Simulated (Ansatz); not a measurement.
The cell is built on a prototype and need not be the phase stable at ambient conditions.

Consider the following.

```
CELL_PARAMETERS angstrom
      6.35243     0.00000     0.00000
      0.00000     8.98370     0.00000
      3.17622     4.49185     3.17622
ATOMIC_POSITIONS crystal
  In 0.75000 0.62500 0.50000
  In 0.25000 0.12500 0.00000
  In 0.75000 0.12500 0.00000
  In 0.25000 0.12500 0.50000
  Zn 0.50000 0.75000 0.00000
  Zn 0.00000 0.50000 0.00000
  O  0.26146 0.89218 0.47709
  O  0.73854 0.36927 0.00000
  O  0.26146 0.36927 0.00000
  O  0.73854 0.36927 0.52291
  O  0.23854 0.35782 0.52291
  O  0.76146 0.88073 0.00000
  O  0.23854 0.88073 0.00000
  O  0.76146 0.88073 0.47709
```

Space group of this cell: Fd-3m, spinel. The cell was relaxed by PBE-D3(BJ); by r2SCAN its mean pressure is -3.3 GPa.

Transport runs along the normal of the first two printed cell vectors.

The gap is the functional's own. No spin-orbit coupling. Mid-gap values are interpolated on the energy grid.

**Question.** Estimate the band gap and the smallest decay constant κ at mid-gap that Ansatz (a program for electronic structure) with r2SCAN returns for this system.

**Answer.** Gap 1.81 eV on a 10×10×10 mesh; κ = 0.175 1/Å, at the zone centre.
